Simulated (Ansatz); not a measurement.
Consider BeS in the zinc blende structure (space group F-43m, No. 216; a = 4.7964 Å). Axes: x, y, z lie along the cube axes.

The values are results of LDA in Ansatz (plane waves to 420 eV, PAW, without spin-orbit coupling), not measurements.

Modification: uniaxial strain ε_zz = −2.50 %, all other strain components held at zero; the atoms relax in the strained cell.

Q: Predict the stress tensor and what it implies for the stiffness.

A: Stress of the strained cell less that of the base (GPa, compression positive):
```
   1.89    0.00    0.00
   0.00    1.89    0.00
   0.00    0.00    4.33
```

Then −Δσ_ii/ε with ε = -0.0250 gives secant stiffness values (nonlinear terms included at this strain): C33 ≈ 173 GPa, C13 ≈ 76 GPa and C23 ≈ 76 GPa.

As a check, the harmonic strain energy −½ V₀ Δσ:ε is 4.7 meV/atom; the computed energy rise is 4.6 meV/atom.

Stability against distortions was not tested.

Ansatz is an electronic-structure program.
